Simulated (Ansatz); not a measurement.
**PbS, response to strain**

The reference is PbS in the rock salt structure (space group Fm-3m, No. 225; a = 5.9750 Å). Axes: x, y, z lie along the cube axes.

Strains are applied to the cell and any free atomic positions relax; under biaxial strain the out-of-plane vector relaxes too.

Level of theory: Kohn–Sham DFT with the r2SCAN functional, run in Ansatz (a program for electronic structure) with PAW and 500 eV plane waves, no SOC, earlier PAW set.

Q: Only one of these has a direct gap. Which?
(A) biaxial strain −0.36 %, plane normal [111], relaxed out of plane
(B) strain tensor (xx, yy, zz, yz, xz, xy) = (−0.80, −1.86, −0.91, −1.34, +0.50, −0.06) %
(C) biaxial strain +0.18 %, plane normal [001], relaxed out of plane

A: C, biaxial strain +0.18 %, plane normal [001], relaxed out of plane. Computed: biaxial strain −0.36 %, plane normal [111], relaxed out of plane: indirect, T → L; biaxial strain +0.18 %, plane normal [001], relaxed out of plane: direct at N; strain tensor (xx, yy, zz, yz, xz, xy) = (−0.80, −1.86, −0.91, −1.34, +0.50, −0.06) %: indirect, Y → R

Spin-orbit coupling, missing from the scalar runs, can matter with Pb. Whether these cells are dynamically stable was not tested. Labels are those of the standard path for the cell's own space group.
